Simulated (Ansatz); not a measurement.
The parent structure is Si$_{3}$P$_{4}$ (space group I-43d, No. 220; a = 7.956 Å; a hypothetical phase, not in the database extracts checked). Axes: x, y, z lie along the cube axes.

Computed with PBEsol, PAW, 420 eV (Ansatz, a first-principles code; no spin-orbit coupling).

Base values:

```
Property   Result
--------  -------
Pressure  0.0 GPa
```

Modification: compressive biaxial strain of 1.09 % in the plane normal to [111], as in epitaxy on a mismatched substrate; the out-of-plane cell vector and the atoms relax.

### Question
How does this affect the pressure?

### Answer
The pressure (mean of the normal stresses, compression positive) goes from zero to 0.9 GPa.

### Question
What happens to the energy relative to the base?

### Answer
The energy rises by 1.6 meV/atom.

Without a gap, meshes like the base's 7×7×7 leave anisotropic stresses uncertain by several tenths of a GPa, and small strain energies with them. No phonon test of stability was made. All final runs are without spin polarisation.
